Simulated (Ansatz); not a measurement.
Formation energy of the bound charge states of C interstitial started as a split pair with N in wurtzite AlN (start: split with N; 96-site cell, 2×2×2 shifted sampling) against the Fermi level, Al-rich (Δμ(C) = -0.21 eV, bounded by Al4C3 (R-3m); only phases computed here count, gases as isolated molecules at 0 K). All values below come from PBE, PAW (plane waves to 420 eV; Ansatz, a quantum-chemistry and plane-wave program).

Details: 96-site cell; 2×2×2 shifted k-points; host gap 4.03 eV; charged states image-corrected; corrections pass 1 eV, so highly charged states may be off by several tenths; flagged in the runs: a host whose relaxation on this sampling wasn't shown to rest, a strain field that reaches the edge of the cell.

```
E_F − E_VBM (eV)  q = +2  q = +1  q = 0  q = −1
----------------  ------  ------  -----  ------
0.00                3.35    4.74   6.75    9.43
0.50                4.36    5.25   6.75    8.93
1.01                5.37    5.75   6.75    8.42
1.51                6.37    6.26   6.75    7.92
2.02                7.38    6.76   6.75    7.41
2.52                8.39    7.26   6.75    6.91
3.03                9.40    7.77   6.75    6.40
3.53               10.41    8.27   6.75    5.90
4.03               11.42    8.78   6.75    5.40
```

Crossings of the lowest lines: (+2/+1) at 1.39 eV; (+1/0) at 2.01 eV; (0/−1) at 2.68 eV.
